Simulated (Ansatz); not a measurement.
Worked calculations on one periodic cell of amorphous Hf₁₈O₄₁Nb₂: Hf18O41Nb2, 61 atoms, volume 793.0 Å³, made by a melt-quench on the CHGNet potential and relaxed with DFT. O atoms were pushed apart under 1.9 Å during the dynamics, to hinder bonds among them. It is a model cell: composition and starting density were chosen by hand, and all elements were melted together. Cycles of charging were run to anneal it. These are PBE, scalar-relativistic without spin-orbit coupling (plane waves to 420 eV, PAW; Ansatz, a first-principles code) values and carry that method's errors. Sampling: a 2×2×2 Γ-centred mesh; Fermi-Dirac width 0.02 eV; no spin polarisation. Its volume was held where the quench left it, its shape was free, and it stands at a mean pressure of 1.5 GPa with stress components up to 1.6 GPa; the relaxation ran on the zone centre alone. Its density went from a set 8.49 to 8.49 g/cm³. The cell is small and was quenched far faster than a real film, so it is one sample of the glass.

Q: Count formal charges (Hf +4, O -2, Nb +5). What does the count lead one to expect at the Fermi level, and what does the calculation give?

A: 18 × (+4) + 41 × (-2) + 2 × (+5) = 0. The charges balance, so the anion-derived valence states can be full and a gap can open. On this mesh the highest filled and lowest empty level lie 2.71 eV apart; localised defect or tail levels set that (at the zone centre the more localised edge state sits most on one O atom with neighbours Hf 2.12 Å, Hf 2.14 Å, Hf 2.19 Å, Hf 2.56 Å), and the nearest spread-out levels lie 3.9 eV apart.

Four energies for an added electron at PBE on the zone centre alone (charged cells in a uniform background, spin-polarised): neutral at the neutral geometry -315448.586 eV; charged at the neutral geometry -315433.887 eV; charged and relaxed -315434.176 eV; neutral at the charged geometry -315448.012 eV.

Q: Find the two relaxation energies and their sum, the reorganisation energy.

A: On charging: -315433.887 − (-315434.176) = 0.289 eV. On discharging: -315448.012 − (-315448.586) = 0.574 eV. The sum is 0.863 eV. The carrier's level spreads over 3 of the 61 atoms' worth, so it counts as localised, most on one Nb atom with neighbours O 1.90 Å, O 1.98 Å, O 2.01 Å, O 2.03 Å, O 2.05 Å, O 2.06 Å (neutral geometry). The values are uncorrected: the image energy of a point charge in this cell, 2.84 × 14.40 / (2 × 9.3) = 2.2 eV before screening, is screened by electrons alone at the fixed geometry and by ions too after relaxing, and the carrier can be spread before it relaxes, so each term can be off by up to that value times 1/ε∞, some tenths of an eV. PBE's self-interaction favours spread-out carriers, so a hybrid can localise more.

Four energies for a hole at PBE on the zone centre alone (charged cells in a uniform background, spin-polarised): neutral at the neutral geometry -315448.586 eV; charged at the neutral geometry -315460.090 eV; charged and relaxed -315460.592 eV; neutral at the charged geometry -315447.928 eV.

Q: Find the two relaxation energies and their sum, the reorganisation energy.

A: On charging: -315460.090 − (-315460.592) = 0.502 eV. On discharging: -315447.928 − (-315448.586) = 0.658 eV. The sum is 1.160 eV. The carrier's level spreads over 4 of the 61 atoms' worth, so it counts as localised, most on one O atom with neighbours Hf 2.12 Å, Hf 2.14 Å, Hf 2.19 Å, Hf 2.56 Å (neutral geometry). The values are uncorrected: the image energy of a point charge in this cell, 2.84 × 14.40 / (2 × 9.3) = 2.2 eV before screening, is screened by electrons alone at the fixed geometry and by ions too after relaxing, and the carrier can be spread before it relaxes, so each term can be off by up to that value times 1/ε∞, some tenths of an eV. PBE's self-interaction favours spread-out carriers, so a hybrid can localise more.
